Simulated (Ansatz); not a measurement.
**Carrier doping in WSe2**

Base system: WSe2 (space group P6_3/mmc, No. 194; a = 3.2791 Å, c = 12.7861 Å; layered, stacked along the Cartesian z axis).

Carriers are added at fixed cell with a uniform background; the Fermi–Dirac width is that of 300 K.

Level of theory: PBE-D3(BJ) (Ansatz, a program for electronic structure), no spin-orbit coupling.

Notes on the quantities. Fermi level from band edge: Fermi level relative to the doped band's edge (positive inside the band; to 0.05 eV).

| change | Fermi level from band edge | gap between the host's bands |
|---|---|---|
| undoped | – | 0.87 eV |
| electrons 2.0×10^21 cm⁻³ | +0.30 eV | 0.85 eV |
| electrons 3.0×10^21 cm⁻³ | +0.45 eV | 0.84 eV |
| electrons 1.0×10^22 cm⁻³ | +0.85 eV | 0.78 eV |
| holes 2.0×10^21 cm⁻³ | +0.45 eV | 0.90 eV |
| holes 3.0×10^21 cm⁻³ | +0.50 eV | 0.90 eV |
| holes 1.0×10^22 cm⁻³ | +0.80 eV | 0.93 eV |

Carriers are added with a uniform compensating background; total energy and stress of such cells depend on the potential's zero and are not compared; many-body gap narrowing is missing at this level. With W present, leaving out spin-orbit coupling can change the band edges. Stability against distortions was not tested.
